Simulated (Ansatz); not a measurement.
Consider Tl2HgSiSe4 (space group I-42m, No. 121; a = 7.920 Å, c = 6.680 Å; a cell from a computed database, its experimental status unchecked).

The values are results of Ansatz (a quantum-chemistry and plane-wave program), PBEsol, PAW, cutoff 420 eV, spin-orbit coupling left out, not measurements.

For the base:

The band gap is 0.64 eV, the volume per atom is 26.19 Å³ and the width of the top valence band is 0.91 eV.

Perturbation: cell and atoms relaxed at a pressure of 4.5 GPa.

Problem. Estimate the effect on the band gap.

Solution. The band gap falls by 0.39 eV to 0.25 eV.

Problem. How does this affect the volume per atom?

Solution. The volume per atom falls by 2.75 Å³, from 26.19 Å³ to 23.44 Å³.

Problem. How does this affect the width of the top valence band?

Solution. The width of the top valence band increases by 0.51 eV to 1.42 eV.

Spin-orbit coupling, missing from the scalar runs, can matter with Hg and Tl. Load acts through the strain it causes; cell and atoms are relaxed under it. Stability against distortions was not tested. The zero or small gap of Tl2HgSiSe4 under pressure 4.5 GPa can change with the level of theory.
